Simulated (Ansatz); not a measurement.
## LiF: pressure series

Take LiF in the rock salt structure (space group Fm-3m, No. 225; a = 3.990 Å) as the base.

Cell and atoms are relaxed at each pressure.

Method: r2SCAN (Ansatz, a program for electronic structure, PAW, scalar-relativistic without spin-orbit coupling).

Candidates:
(a) pressure −2 GPa
(b) pressure 22.5 GPa
(c) pressure 15 GPa
(d) pressure 9 GPa
(e) pressure 4.5 GPa

Before the change:

| Quantity | Result |
|---|---|
| Band gap | 10.33 eV |

Question: Order them by band gap, lowest first.

Answer: (a) pressure −2 GPa (10.07 eV), (e) pressure 4.5 GPa (10.85 eV), (d) pressure 9 GPa (11.30 eV), (c) pressure 15 GPa (11.84 eV), (b) pressure 22.5 GPa (12.43 eV)

Load acts through the strain it causes; cell and atoms are relaxed under it. Stability against distortions was not tested. Competing high-pressure phases were not computed.
